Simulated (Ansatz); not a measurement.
Consider W in the bcc (W type) structure (space group Im-3m, No. 229; a = 3.1838 Å; relaxed with 0.1 eV smearing).

Computed with PBE (Ansatz, a quantum-chemistry and plane-wave program, PAW, spin-orbit coupling left out).

Before the change:

- Pressure: 0.0 GPa

Modification: an isotropic linear strain of −1.00 %; the atoms relax in the strained cell.

### Question
Estimate the effect on the energy relative to the base.

### Answer
The energy increases by 14 meV/atom.

### Question
What happens to the pressure?

### Answer
The pressure goes from zero to 9.7 GPa.

Whether these cells are dynamically stable was not tested. All final runs are without spin polarisation.
